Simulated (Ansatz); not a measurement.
**BaTiO3 under a change: Ti → Zr**

Base system: BaTiO3 in the cubic perovskite structure (space group Pm-3m, No. 221; a = 4.0195 Å).

Perturbation: full substitution Ti → Zr; the structure is relaxed again.

All numbers come from Ansatz (a first-principles code), PBE, PAW, cutoff 420 eV, scalar-relativistic without spin-orbit coupling, earlier PAW set. Settings: 8×8×8 k-points, 0.05 eV Fermi–Dirac smearing.

The volume per atom goes up by 2.12 Å³, from 12.99 Å³ to 15.11 Å³ and the density goes up by 0.12 g/cm³ (5.96 g/cm³ → 6.08 g/cm³). The space group stays Pm-3m (No. 221) and the shortest interatomic distance goes up by 0.104 Å (2.010 Å → 2.114 Å). The band gap goes up by 1.40 eV (1.79 eV → 3.19 eV) and the gap character stays indirect, R → Γ. The smallest direct gap grows by 1.51 eV to 3.41 eV and the width of the top valence band drops by 0.086 eV (0.95 eV → 0.87 eV). The electron mass (degenerate bands, along [100]) amounts to 0.36, 0.36, 2.8 mₑ (at Γ).

Final structure:

```
CELL_PARAMETERS angstrom
      4.22720     0.00000     0.00000
      0.00000     4.22720     0.00000
      0.00000     0.00000     4.22720
ATOMIC_POSITIONS crystal
  Ba 0.00000 0.00000 0.00000
  Zr 0.50000 0.50000 0.50000
  O  0.00000 0.50000 0.50000
  O  0.50000 0.50000 0.00000
  O  0.50000 0.00000 0.50000
```

Masses are band curvatures over ±0.01 Å⁻¹ around the edge. No phonon test of stability was made. The final runs are not spin-polarised. Many cubic perovskites are stable only at high temperature; tilts and polar distortions were not tested. This is not the structure that BaTiO3 has at room temperature and ambient pressure.
